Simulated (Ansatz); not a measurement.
Response to strain in Mo

The parent structure is Mo in the bcc (W type) structure (space group Im-3m, No. 229; relaxed with 0.1 eV smearing).

```xyz
1
Lattice="-1.5558 1.5558 1.5558 1.5558 -1.5558 1.5558 1.5558 1.5558 -1.5558" Properties=species:S:1:pos:R:3 pbc="T T T"
Mo     0.0000     0.0000     0.0000
```

Cartesian axes are those of the cell as printed.

Strains are applied to the cell and any free atomic positions relax.

The values are results of LDA/PAW in Ansatz (an electronic-structure program), without spin-orbit coupling, not measurements.

Notes on the quantities. energy relative to the base: free energy F.

```tsv
uniaxial strain ε_zz (%)	energy relative to the base (meV/atom)
0	0.0
0.5	0.6
1	?
1.5	5.3
2	9.3
2.5	14.3
3	20.4
```

Task: Fit ΔE = Aε² + Bε³ (ε in %) to the rows shown and predict the withheld row.

Result: Least squares on the printed values gives A = 2.43 and B = -0.056 meV/atom (largest residual 0.0 meV/atom); this predicts 2.4 meV/atom, and the run gives 2.4 meV/atom, in agreement.

No phonon test of stability was made. All final runs are without spin polarisation.
